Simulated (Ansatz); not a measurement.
The starting structures come from a database of crystals and need not be the phases stable at ambient conditions.

 Where the default PAW files enter, the runs use the earlier of Ansatz's two default sets.

The decay constant κ of evanescent states in the gap governs leakage through a thin film.

```xyz
10
Lattice="6.2724 0.0000 0.0000 0.0000 6.2724 0.0000 3.1362 -3.1362 4.5533" Properties=species:S:1:pos:R:3 pbc="T T T"
K      3.1362     3.1362     0.0000
Rb     3.1362     0.0000     2.2766
Rb     6.2724     3.1362     2.2766
Sc     0.0000     0.0000     0.0000
F      1.7435     5.2593     0.0000
F      4.5289     1.0131     0.0000
F      4.1492    -1.3927     4.5533
F      5.2593     4.5289     0.0000
F      6.2724     0.0000     2.0241
F      3.1362     3.1362     2.5292
```

Space group of this cell: I4/m. The cell is taken as given.

Transport runs along the normal of the first two printed cell vectors, the (001) plane of the conventional cell.

No gap correction and no spin-orbit coupling; mid-gap values are interpolated between computed energies.

Task: Give the band gap and the smallest decay constant κ at mid-gap that r2SCAN (Ansatz, an electronic-structure program) yields.

Result: Gap 7.62 eV on a 8×8×8 mesh; κ = 0.517 1/Å, at the zone centre.
